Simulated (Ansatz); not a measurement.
A user runs Ansatz (an electronic-structure program) on KI (P6_3mc, 4 atoms in the cell) and asks whether the run is sound. The aim is a self-consistent single point with DFT, PBE, plane waves, default PAW files.

Input:

Ansatz 0.2 input:
```yaml
# KI
crystal:
  lattice:
    - [5.551364, 0.000000, 0.000000]
    - [-2.775682, 4.807622, 0.000000]
    - [0.000000, 0.000000, 9.091852]
  atoms:
    - { symbol: K, position: [0.666667, 0.333333, 0.000000] }
    - { symbol: K, position: [0.333333, 0.666667, 0.500000] }
    - { symbol: I, position: [0.666667, 0.333333, 0.625200] }
    - { symbol: I, position: [0.333333, 0.666667, 0.125200] }
basis:
  ecutwfc: 30.9 Ry
  ecutrho_ratio: 2
kpoints:
  mp_grid: { grid: [6, 6, 3] }
hamiltonian:
  xc: pbe
  pseudopotentials: { kind: paw }
scf:
  occupations: { method: methfessel_paxton, width: 0.0073 Ry }
output:
  forces: true
  eigenvalues: true
  stress: true
```

The program printed (abridged):

```
   [... lines left out ...]
settings of this run that can trade accuracy for cost: basis.ecutrho_ratio < 4. Do not mix this run's numbers with those of runs without the same settings …
WARN ansatz: RAYON_NUM_THREADS=1 ignored (pool sized by the plan → 1); use --threads N
Pseudopotentials: kind: paw
Pseudopotential: K, paw, valence charge 9
Pseudopotential: I, paw, valence charge 17
Crystal: 4 atoms, lattice volume = 242.651 Å³
Basis set: ecut = 420.4159175005146 eV, 4735 PW (Γ), exchange–correlation on 64×64×108 points (8 copies of the dense FFT grid, shifted against one another)
Bands: 32, of which v1, the nominal top of the filled ones, is band 26 counted from 1 (25 counted from 0)
Symmetry: 12 space group operations
Space group: P63mc (ITA 186), of the structure as read, at distance tolerance 6.2e-5 Å
k-points: 14 of 108 (time reversal used)
Initial density: superposition of atomic densities (neutral atoms: chi_scale 0, normalization atom), corrected by the library's trained network
Initial wavefunctions: pseudopotential atomic-orbital guess
Eigensolver: davidson
Functional: x = pbe(κ = 0.804, μ = 0.2195149727645171), c = pbe(β = 0.06672455060314922)
SCF iter   1: F=—  HF=-18107.048383 eV  |F-HF|=—  |Δ(HF+E_count)|=         —  Δρ=4.66e-4  dr2=7.53e-4  ethr=1.77e-3  ⟨swp⟩=11.1  Hψ=2593  notcnv=0
all-band conjugate gradients solve this SCF's bands
preconditioner: auto → Resta (q_TF=auto, 2.111 Å⁻¹)
   [... lines left out ...]
SCF iter   4: F=—  HF=-18107.048222 eV  |F-HF|=—  |Δ(HF+E_count)|=   2.18e-4  S|Δr|=    0.00e0  Δρ=6.05e-5  dr2=4.86e-6  ethr=1.16e-7  ⟨swp⟩=2.0  Hψ=789  notcnv=0
SCF iter   5: F=—  HF=-18107.048220 eV  |F-HF|=—  |Δ(HF+E_count)|=   1.99e-6  S|Δr|=    0.00e0  Δρ=2.82e-5  dr2=1.11e-6  ethr=9.35e-9  ⟨swp⟩=2.0  Hψ=713  notcnv=0
SCF iter   6: F=-18107.048220 eV  HF=-18107.048220 eV  |F-HF|=1.40e-8  |Δ(HF+E_count)|=   4.64e-7  S|Δr|=    0.00e0  Δρ=2.45e-6  dr2=2.24e-8  ethr=1.92e-10  ⟨swp⟩=11.8  Hψ=2640  notcnv=0
SCF 1 converged in 6 iterations: F = -18107.048220 eV  dr2 = 2.24e-8
Stability not checked (fill_not_monotonic)
Free energy (F): -18107.048220 eV
Internal energy: -18107.048220 eV  (E = F + TS)
E sigma→0 (E₀):  -18107.048220 eV
Fermi energy:    1.842477 eV
--- Forces (eV/Å), atoms counted from 1 ---
  atom   1  K      0.00000000    -0.00000000     0.00903037
  atom   2  K      0.00000000     0.00000000     0.00903037
  atom   3  I      0.00000000    -0.00000000    -0.00901154
  atom   4  I      0.00000000     0.00000000    -0.00901154
   [... lines left out ...]
  P = ⅓ Tr σ = 0.4107 GPa (4.107 kbar)
  The stress holds the Pulay correction, which leaves out the density cutoff's part. Without it, at fixed plane waves, as pw.x and ABINIT print it …
settings of this run that can trade accuracy for cost: basis.ecutrho_ratio < 4. Do not mix this run's numbers with those of runs without the same settings …
```

Problem. Is anything amiss in this input, and did it matter?

Solution. The results are close to the sound ones and would serve for rough work. The doubtful point is a density cutoff or grid that is too coarse. The charge density holds wave vectors up to twice those of the orbitals (four times the energy cutoff), and augmentation charges need more still. The run converged in 6 iterations without an error; against the sound input the free energy drops by 1.4 meV/atom, the pressure hardly changes (0.40 to 0.41 GPa), the largest force stays at 0.009 eV/Å and the gap on the mesh moves little (3.989 to 3.985 eV). The full log also holds (shortened here): “WARN basis.ecutrho_ratio = 2 (ecutrho = 840.8318350010292 eV) is below the records' recommended cutoff”. At a fixed set of plane waves, without the program's Pulay estimate, the pressure is 0.41 GPa against 0.39 GPa.

The sound input it was made from differs as follows (other fixes are possible):
```diff
-  ecutrho_ratio: 2
```

With that input, the run converged in 6 iterations: free energy E − TS (on the zero of these files) -18107.0428 eV; top of the valence band (on the code's own zero) -0.15 eV; gap on the k-point mesh 3.99 eV; pressure 0.40 GPa; largest force (vector length) 0.009 eV/Å (DFT, PBE, plane waves, default PAW files).

On the sound input: the starting cell was generated: these elements placed on a structure prototype, without a prior relaxation; it need not be a known phase or ordering of this composition. Spin-orbit coupling is off. Ansatz's pressure includes its estimate of the finite-basis (Pulay) stress.
